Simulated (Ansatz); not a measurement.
Short convergence ladders for the (001) slab of CaMg (cut from a parent of space group no. 51; 8 atoms in the cell)

```yaml
crystal:
  lattice:
    - [5.69089, 0.00000, 0.00000]
    - [0.00000, 3.90916, 0.00000]
    - [0.00000, 0.00000, 22.65711]
  atoms:
    - { symbol: Ca, position: [0.75000, 0.50000, 0.43582] }
    - { symbol: Ca, position: [0.25000, 0.50000, 0.31205] }
    - { symbol: Mg, position: [0.75000, 0.00000, 0.30895] }
    - { symbol: Mg, position: [0.25000, 0.00000, 0.43891] }
    - { symbol: Ca, position: [0.75000, 0.50000, 0.68795] }
    - { symbol: Ca, position: [0.25000, 0.50000, 0.56419] }
    - { symbol: Mg, position: [0.75000, 0.00000, 0.56109] }
    - { symbol: Mg, position: [0.25000, 0.00000, 0.69105] }
```

Base method: LDA (PW92), default PAW files made with PBE (plane waves; Ansatz, a quantum-chemistry and plane-wave program).

Base settings: basis.ecutwfc = 30.9 Ry; kpoints.mp_grid.grid = 3 5 1; hamiltonian.xc = lda; hamiltonian.pseudopotentials = {kind: paw} (the program's default PAW files); scf.occupations.method = fermi_dirac; scf.occupations.width = 0.0073 Ry.

The count of work is k-points × plane waves × bands × iterations; it is no time. Core times come from one kind of shared machine, to one figure; runs under 30 s give none.

**The vacuum**

The mesh stays at the base's, so the ladder's end is converged at best in this setting alone.

Only quantities that move along the ladder and can be compared are tabulated.

```csv
vacuum between outermost atoms (Å),free energy less the last step's (meV/atom),largest difference of a force vector from the last step's (eV/Å),count of work / last
3.0,-189.45,0.406,0.23
4.0,-101.62,0.459,0.33
5.0,-40.05,0.262,0.35
6.0,-12.92,0.121,0.38
7.0,-3.82,0.048,0.40
8.0,-1.19,0.018,0.43
10.0,-0.17,0.003,0.48
12.0,-0.03,0.000,0.53
14.0,0.00,0.000,0.59
17.0,0.00,0.000,0.66
20.0,0.00,0.000,0.74
25.0,0.00,0.000,0.87
30.0,0.00,0.000,1.0
```

Smallest vacuum between outermost atoms (Å) that holds the free energy within 1 meV/atom of the last step, with all finer ones: 10.0; the step before is off by 1.2 meV/atom.

Smallest vacuum between outermost atoms (Å) that holds the forces within 0.005 eV/Å of the last step, with all finer ones: 10.0; the step before is off by 0.018 eV/Å.

**The k-point mesh**

Only quantities that move along the ladder and can be compared are tabulated.

| kpoints.mp_grid.grid | free energy less the last step's (meV/atom) | largest difference of a force vector from the last step's (eV/Å) | count of work / last | core time / last (rough) |
|---|---|---|---|---|
| 1 2 1 | 112.97 | 0.141 | 0.027 | – |
| 2 2 1 | -13.98 | 0.127 | 0.048 | – |
| 2 3 1 | 78.92 | 0.064 | 0.054 | – |
| 3 4 1 | 3.47 | 0.045 | 0.071 | – |
| 3 5 1 | 8.12 | 0.041 | 0.071 | – |
| 4 5 1 | -4.92 | 0.031 | 0.094 | – |
| 4 6 1 | 1.30 | 0.026 | 0.12 | – |
| 5 7 1 | 1.50 | 0.034 | 0.12 | – |
| 6 9 1 | -0.17 | 0.005 | 0.21 | 0.3 |
| 7 10 1 | 0.27 | 0.010 | 0.25 | 0.5 |
| 8 12 1 | 0.01 | 0.003 | 0.36 | 0.4 |
| 9 14 1 | -0.02 | 0.001 | 0.42 | 0.8 |
| 11 16 1 | 0.05 | 0.002 | 0.56 | 0.6 |
| 13 19 1 | 0.03 | 0.001 | 0.73 | 1 |
| 15 22 1 | 0.00 | 0.000 | 1.0 | 1 |

Coarsest kpoints.mp_grid.grid that holds the free energy within 1 meV/atom of the last step, with all finer ones: 6 9 1, at 0.21 of the last step's count of work and about 0.3 of the last step's time; the step before is off by 1.5 meV/atom.

Coarsest kpoints.mp_grid.grid that holds the forces within 0.02 eV/Å of the last step, with all finer ones: 6 9 1, at 0.21 of the last step's count of work and about 0.3 of the last step's time; the step before is off by 0.034 eV/Å.

**The plane-wave cutoff**

The mesh stays at the base's, so the ladder's end is converged at best in this setting alone.

Only quantities that move along the ladder and can be compared are tabulated.

| basis.ecutwfc | free energy less the last step's (meV/atom) | largest difference of a force vector from the last step's (eV/Å) | count of work / last |
|---|---|---|---|
| 15.4 Ry | 1121.59 | 0.027 | 0.12 |
| 18.4 Ry | 211.66 | 0.007 | 0.16 |
| 21.7 Ry | 29.34 | 0.003 | 0.21 |
| 26.1 Ry | 1.47 | 0.000 | 0.27 |
| 30.9 Ry | 0.19 | 0.000 | 0.36 |
| 37.1 Ry | 0.11 | 0.000 | 0.47 |
| 46.3 Ry | 0.04 | 0.000 | 0.65 |
| 61.7 Ry | 0.00 | 0.000 | 1.0 |

Coarsest basis.ecutwfc that holds the forces within 0.01 eV/Å of the last step, with all finer ones: 18.4 Ry, at 0.16 of the last step's count of work; the step before is off by 0.027 eV/Å.

Coarsest basis.ecutwfc that holds the free energy within 0.5 meV/atom of the last step, with all finer ones: 30.9 Ry, at 0.36 of the last step's count of work; the step before is off by 1.5 meV/atom.

On the base run: the starting cell comes from a database of computed structures (which also holds hypothetical and non-ambient phases and stackings), without a prior relaxation at this level. The slab is cut from that crystal, and its faces are unrelaxed. Its lattice was rescaled by up to half a per cent. Without a gap this mesh is coarse (it stands for a supercell whose shortest in-plane vector is 17 Å).

Left out of this page: 1 run of the series outside the window shown, repeating another row's setting, or not comparable.

Keys are those of Ansatz 0.2.
